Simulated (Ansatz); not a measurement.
Short convergence ladders for TaN (P-6m2, 2 atoms in the cell)

```
TaN
1.0
    2.94876     0.00000     0.00000
   -1.47438     2.55370     0.00000
    0.00000     0.00000     2.89885
Ta N
1 1
Direct
  0.00000   0.00000   0.50000
  0.66667   0.33333   0.00000
```

Base method: LDA (PW92), default PAW files made with PBE (plane waves; Ansatz, an electronic-structure program).

Base settings: basis.ecutwfc = 420 eV; kpoints.mp_grid.grid = 13 13 11; hamiltonian.xc = lda; hamiltonian.pseudopotentials = {kind: paw} (the program's default PAW files); scf.occupations.method = fermi_dirac; scf.occupations.width = 0.1 eV.

**Zone-centre phonons against the cutoff**

In this ladder: phonons.method = dfpt.

The mesh stays at the base's, so the ladder's end is converged at best in this setting alone.

Frequencies are those of the unrelaxed cell, without the LO-TO term of polar crystals.

Only quantities that move along the ladder and can be compared are tabulated.

```csv
basis.ecutwfc,highest zone-centre frequency (cm⁻¹)
210 eV,516.9
250 eV,485.9
295 eV,503.2
355 eV,507.6
420 eV,508.4
505 eV,508.4
630 eV,508.4
```

Coarsest basis.ecutwfc that holds the highest zone-centre frequency within 10 cm⁻¹ of the last step, with all finer ones: 295 eV; the step before is off by 22 cm⁻¹.

**The q mesh of the phonons**

In this ladder: kpoints.mp_grid.grid = 12 12 12; phonons.method = dfpt.

Only quantities that move along the ladder and can be compared are tabulated.

Thermal sums run over frequencies interpolated from this q mesh.

| phonons.qmesh | zero-point energy (meV/atom) | vibrational free energy at 300 K (meV/atom) |
|---|---|---|
| 1 1 1 | 56.74 | 20.45 |
| 2 2 2 | 67.03 | 42.95 |
| 3 3 3 | 66.85 | 42.66 |
| 4 4 4 | 66.86 | 42.63 |

Coarsest phonons.qmesh that holds the vibrational free energy at 300 K within 0.5 meV/atom of the last step, with all finer ones: 2 2 2; the step before is off by 22 meV/atom.

Coarsest phonons.qmesh that holds the zero-point energy within 0.5 meV/atom of the last step, with all finer ones: 2 2 2; the step before is off by 10 meV/atom.

On the base run: the starting cell comes from a database of computed structures (which also holds hypothetical and non-ambient phases and stackings), without a prior relaxation at this level. Its lattice was rescaled by up to half a per cent. Spin polarisation is off. In the base run, with a pressure of about -16 GPa the cell is away from its equilibrium volume at this level.

Keys are those of Ansatz 0.2.
